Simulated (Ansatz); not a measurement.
Functionals compared on the (110) surface of bcc Ta in its 1x1 cell, outermost plane spacing 2.35 Å in the ideal cut, in Ansatz (plane waves, PAW). The structure was relaxed with PBE; the other rows are single points on it, each with its references at the same level. Cutoff 420 eV (500 eV for r2SCAN).

Set-up: 6 atoms, 11.7 Å thick at the start; mesh 14x14x1; 0.1 eV smearing; dipole correction on; all atoms relaxed; start symmetry kept, larger cells not searched; no spin, no spin-orbit, no U. These notes are the PBE run's.

```json
[
 {"functional": "PBE", "surface energy (J/m²)": "2.38", "work function of the top face (eV)": "4.72", "rough cost of the single point": "–"},
 {"functional": "LDA", "surface energy (J/m²)": "2.67", "work function of the top face (eV)": "4.95", "rough cost of the single point": "roughly 50 core-seconds"},
 {"functional": "PBEsol", "surface energy (J/m²)": "2.61", "work function of the top face (eV)": "4.81", "rough cost of the single point": "about 50 core-seconds (a rough figure)"},
 {"functional": "RPBE", "surface energy (J/m²)": "2.24", "work function of the top face (eV)": "4.60", "rough cost of the single point": "very roughly 40 core-seconds"},
 {"functional": "r2SCAN", "surface energy (J/m²)": "…", "work function of the top face (eV)": "…", "rough cost of the single point": "roughly 80 core-seconds"}
]
```

Q: Complete the blanks.

A: 
- r2SCAN, surface energy (J/m²): 2.59
- r2SCAN, work function of the top face (eV): 4.82

Ansatz is a first-principles code.
